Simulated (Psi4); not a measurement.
Psi4 1.11, HF/def2-svpd: [CH]=CC=C, charge +1, multiplicity 1, 9 atoms. The geometry is a generated start, not checked to be a minimum at this level.

```
Quantity                              Value
--------------------------  ---------------
task                                 energy
method                                  scf
basis                             def2-svpd
memory                                 3 GB
maxiter                                 100
keys of the molecule block      symmetry c1
scf_type                       df (default)
scf_initial_accelerator     adiis (default)
e_convergence               1e-06 (default)
d_convergence               1e-06 (default)
basis functions                         120
```

```xyz
9

C     -1.6222    -1.1186    -0.6420
C     -0.5359    -0.5468    -0.3871
C      0.0643     0.4699     0.4704
C      1.3340     0.8439     0.4393
H     -2.5525    -1.6002    -0.8521
H      0.2075    -1.0003    -1.0737
H     -0.6532     0.9025     1.1556
H      2.0784     0.4379    -0.2262
H      1.6797     1.6116     1.1158
```

Charge 1 and multiplicity 1 are set for this test and not shown to be the ground state.

With the defaults (damping_percentage = 0, guess = auto, which took SAD, level_shift = 0, level_shift_cutoff = 0.01, diis_max_vecs = 10) it converges in 9 SCF iterations. One run each on 2 threads, with these changes:
- level_shift = 0.1, level_shift_cutoff = 0.001
- damping_percentage = 20
- guess = gwh
- damping_percentage = 60
- guess = sapgau
- diis_max_vecs = 3
- guess = huckel
- guess = modhuckel
- level_shift = 0.5, level_shift_cutoff = 0.001

Which of these changes keep the SCF from converging, or lead it to another solution?

No convergence: damping_percentage = 60 (the run ends without SCF convergence in 100 iterations). The rest reach the solution of the defaults.

| setting | SCF iterations | end |
|---|---|---|
| the defaults | 9 | same solution |
| level_shift = 0.5, level_shift_cutoff = 0.001 | 9 | same solution |
| level_shift = 0.1, level_shift_cutoff = 0.001 | 9 | same solution |
| guess = modhuckel | 10 | same solution |
| guess = sapgau | 10 | same solution |
| guess = huckel | 10 | same solution |
| guess = gwh | 12 | same solution |
| damping_percentage = 20 | 12 | same solution |
| diis_max_vecs = 3 | 12 | same solution |
| damping_percentage = 60 | 100 | no convergence |
